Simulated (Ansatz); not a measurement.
Bond-angle distributions (per cent of the angles at each element, bins of 10°) of a relaxed model of amorphous Hf₁₀Si₁₀O₃₁N₆ at 5.74 g/cm³. The numbers are results of PBE, scalar-relativistic without spin-orbit coupling (plane waves to 420 eV, PAW; Ansatz, a quantum-chemistry and plane-wave program), not measurements.

The cell was made by melting and quenching with the CHGNet potential and then relaxed with DFT. O and N atoms were pushed apart under 1.9 Å during the dynamics, to hinder bonds among them. The hot cell started wider than the set density and was brought back towards it in steps. It is the lowest in DFT energy of 2 quenches. It is a model cell: composition and starting density were chosen by hand, and all elements were melted together. No dispersion term was used. Its density started from a set value of 5.73 and ended at 5.74 g/cm³. The quench (nominally 300 K/ps over its main leg) was far faster than any real one, so the model tends to hold more defects than a real film. A cell of this size samples the disorder only roughly. The volume was free in the relaxation, at fixed shape. Stress components on the final sampling reach 5.0 GPa. On a 2×2×2 Γ-centred mesh force components of up to 0.15 eV/Å stay, since the relaxation ran on the zone centre alone.

Neighbours within Hf-Hf 3.34 Å, Hf-Si 2.89 Å, Hf-O 2.68 Å, Hf-N 2.60 Å, Si-Si 2.60 Å, Si-O 1.94 Å, Si-N 2.02 Å, O-O 1.58 Å, O-N 1.64 Å, N-N 1.70 Å count as bonded. Two cations that share two anions don't count as bonded, nor two that share one unless they lie closer than Hf-Hf 3.25 Å, Hf-Si 2.81 Å, Si-Si 2.38 Å.

```json
[
 {"angle (°)": "50-60", "at Hf": "0", "at Si": "0", "at O": "0"},
 {"angle (°)": "60-70", "at Hf": "5", "at Si": "0", "at O": "0"},
 {"angle (°)": "70-80", "at Hf": "16", "at Si": "0", "at O": "0"},
 {"angle (°)": "80-90", "at Hf": "17", "at Si": "0", "at O": "5"},
 {"angle (°)": "90-100", "at Hf": "17", "at Si": "8", "at O": "11"},
 {"angle (°)": "100-110", "at Hf": "14", "at Si": "52", "at O": "11"},
 {"angle (°)": "110-120", "at Hf": "6", "at Si": "35", "at O": "12"},
 {"angle (°)": "120-130", "at Hf": "5", "at Si": "5", "at O": "19"},
 {"angle (°)": "130-140", "at Hf": "4", "at Si": "0", "at O": "21"},
 {"angle (°)": "140-150", "at Hf": "5", "at Si": "0", "at O": "9"},
 {"angle (°)": "150-160", "at Hf": "4", "at Si": "0", "at O": "4"},
 {"angle (°)": "160-170", "at Hf": "6", "at Si": "0", "at O": "9"},
 {"angle (°)": "170-180", "at Hf": "2", "at Si": "0", "at O": "0"}
]
```

They go with these counts of neighbours within the cut-offs, cation contacts included: Hf mean 5.5, most often 5; Si mean 4.0, most often 4; O mean 2.4, most often 2.
